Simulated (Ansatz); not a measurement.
An Ansatz (a first-principles code) input (r2SCAN/PAW in Ansatz, no spin-orbit coupling, earlier PAW set):

Ansatz 0.2 input:
```yaml
crystal:
  lattice:
    - [0, 0, -3.194116386]
    - [-1.6388232133, 2.3176460145, -1.597058193]
    - [1.6388232133, 2.3176460145, -1.597058193]
  atoms:
    - { symbol: B, position: [0.9992086576, 0.0007913424, 0.0007913424] }
    - { symbol: P, position: [0.7507913424, 0.7492086576, 0.7492086576] }
basis: { ecutwfc: 500, ecutrho_ratio: 4, xc_grid: 4, fft_grid_basis: typed }
kpoints: { mp_grid: { grid: [12, 12, 12] } }
hamiltonian:
  xc: r2scan
  dispersion: none
  pseudopotentials: { azcp: { folder: ./paw }, kind: paw }
scf: { occupations: { method: fermi_dirac, width: 0.05 }, convergence: { dr2_threshold: 0.0000000002 } }
output: { forces: true, stress: true }
checkpoint: { write: state.ck, write_every: 1000 }
```

Problem. Which symmetry and how many k-points will the program report, and about how many plane waves at Γ?

Solution. Space group Imm2 (ITA 44) with 4 operations, k-points 280 of 1728, and 609 plane waves at Γ.

Problem. And the final pressure?

Solution. -6.06 GPa (compression positive).

A biaxial case was relaxed in a doubled cell and then solved in the primitive one. The cells carry an imposed strain or load. Whether these cells are dynamically stable was not tested. The cell was made from BP in the zinc blende structure (space group F-43m, No. 216) by this change: biaxial strain +2.18 %, plane normal [110], relaxed out of plane.
